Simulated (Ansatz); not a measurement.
WS2: response to strain

Start from WS2 (space group P6_3/mmc, No. 194; layered, stacked along the Cartesian z axis).

```xyz
6
Lattice="3.1147 0.0000 0.0000 -1.5574 2.6974 0.0000 0.0000 0.0000 11.7724" Properties=species:S:1:pos:R:3 pbc="T T T"
W      1.5574     0.8991     2.9431
W      0.0000     1.7983     8.8293
S      1.5574     0.8991    10.4014
S      0.0000     1.7983     4.5152
S      0.0000     1.7983     1.3709
S      1.5574     0.8991     7.2571
```

Cartesian axes are those of the cell as printed.

Strains are applied to the cell and any free atomic positions relax.

Computed with DFT with PBEsol-D3(BJ), PAW potentials and a 420 eV plane-wave cutoff in Ansatz (a program for electronic structure), no SOC.

Notes on the quantities. pressure: mean of the normal stresses, compression positive.

| case | hole mass | largest internal atomic displacement | pressure | electron mass | shortest interatomic distance |
|---|---|---|---|---|---|
| base | 0.96 mₑ along c, 0.46 mₑ across (at Γ) | – | 0.0 kbar | 0.39 mₑ along c, 0.46 mₑ across (off the special points) | 2.389 Å |
| uniaxial strain ε_zz = +0.60 % | 0.92 mₑ along z, 0.49 mₑ across (at Γ) | – | -2.5 kbar | 0.39 mₑ along z, 0.46 mₑ across (off the special points) | 2.389 Å |
| uniaxial strain ε_zz = +1.20 % | 0.88 mₑ along z, 0.51 mₑ across (at Γ) | 0.017 Å | -4.7 kbar | 0.40 mₑ along z, 0.47 mₑ across (off the special points) | 2.390 Å |
| uniaxial strain ε_zz = +1.80 % | … | … | … | 0.40 mₑ along z, 0.47 mₑ across (off the special points) | 2.391 Å |
| uniaxial strain ε_zz = +2.40 % | 0.82 mₑ along z, 0.57 mₑ across (at Γ) | 0.034 Å | -8.2 kbar | 0.40 mₑ along z, 0.47 mₑ across (off the special points) | 2.391 Å |
| uniaxial strain ε_zz = +3.00 % | 0.80 mₑ along z, 0.60 mₑ across (at Γ) | 0.043 Å | -9.9 kbar | 0.41 mₑ along z, 0.48 mₑ across (off the special points) | 2.392 Å |

**Question.** Complete the table.

**Answer.** 
- uniaxial strain ε_zz = +1.80 %, hole mass: 0.85 mₑ along z, 0.54 mₑ across (at Γ)
- uniaxial strain ε_zz = +1.80 %, largest internal atomic displacement: 0.025 Å
- uniaxial strain ε_zz = +1.80 %, pressure: -6.6 kbar

Spin-orbit coupling, missing from the scalar runs, can matter with W. The levels and masses belong to the bands next to the band gap. Masses are band curvatures over ±0.01 Å⁻¹ around the edge. No phonon test of stability was made.
